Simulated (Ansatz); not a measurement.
**Effect of isotropic strain −2.50 % on MgO**

Consider MgO in the rock salt structure (space group Fm-3m, No. 225; a = 4.204 Å).

Perturbation: an isotropic linear strain of −2.50 %, atoms relaxed at fixed cell.

Method: r2SCAN (Ansatz, a first-principles code), spin-orbit coupling left out. Γ-centred 13×13×13 mesh, Fermi–Dirac width 0.05 eV.

```csv
quantity,base,changed,shift
space group,Fm-3m (No. 225),Fm-3m (No. 225),–
energy relative to the base (free energy F),0 meV/atom,+29 meV/atom,+29 meV/atom
pressure,0.00 GPa,14.79 GPa,+14.79 GPa
band gap,5.68 eV,6.49 eV,+0.81 eV
gap character,direct at Γ,direct at Γ,–
mean gap deformation potential ΔEg/Δln V,–,-10.7 eV,–
width of the top valence band,1.78 eV,1.93 eV,+0.15 eV
electron mass,0.36 mₑ (at Γ),0.39 mₑ (at Γ),–
"hole mass (degenerate bands, along [100])","0.42, 2.1, 2.1 mₑ (at Γ)","0.43, 2.0, 2.0 mₑ (at Γ)",–
```

Cost of the whole job for the changed cell (relaxation, final SCF and bands): around 10 core-seconds (rough).

Effective masses come from finite differences of ±0.01 Å⁻¹. Stability against distortions was not tested.
